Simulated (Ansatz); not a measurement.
## Sc: stress against strain

Sc (hcp, P6_3/mmc, 23.715 Å³/atom at rest, c along z) under a strain ε along c (axis z), the other axes held. PBEsol in Ansatz, a plane-wave DFT program (PAW, default set), 420 eV, 20×20×12 Γ-centred mesh, Fermi-Dirac smearing 0.10 eV; ions are relaxed within the symmetry of each cell. Stress is positive for a compressed cell.

Here s stands for strain and y for stress zz.

```
strain (%)  stress zz (GPa)
----------  ---------------
-1.50                  1.61
-1.00                  1.06
-0.50                  0.53
0.00                   0.00
0.50                  -0.51
1.00                  -1.01
1.50                  -1.50
3.00                      ?
```

Q: Using a straight line, estimate the missing y at s = 3.00 from the other rows, showing the fit.

A: Means: s 0, y 0.026. About the means, the sum of products is -7.2550 and the sum of squares of s is 7.0000; the slope is their ratio. Least squares gives y = 0.026 - 1.0364·s. Residuals (row less fit): 0.029, -0.002, -0.014, -0.026, -0.018, 0.000, 0.029; standard error 0.024 (degrees of freedom: 5). The slope gives the elastic constant C33 = 104 ± 0.9 GPa. At the withheld row, y = 0.026 - 1.0364 × 3.0 = -3.083 GPa. The calculation gives -2.88 GPa, 0.203 GPa above the prediction (4.5 % of the range of y in the table). The row lies outside the fitted rows, so this is an extrapolation. From the scatter of the fitted rows alone, a prediction at this place has a standard error of 0.037 GPa, so the miss is 5.5 times that.

One order more, fitted to all 13 runs of the series, follows each within 0.01, so the miss is the next term of a smooth law. In a metal these values are sensitive to mesh and smearing; energies are taken to zero smearing, stresses follow the free energy. Rows are the converged runs of the series near zero and its far end; series whose fitted rows scatter by over a few per cent of the range, as at a crossing or softening among them, aren't shown in this form. Most that stay on the fit to the last digits aren't either.
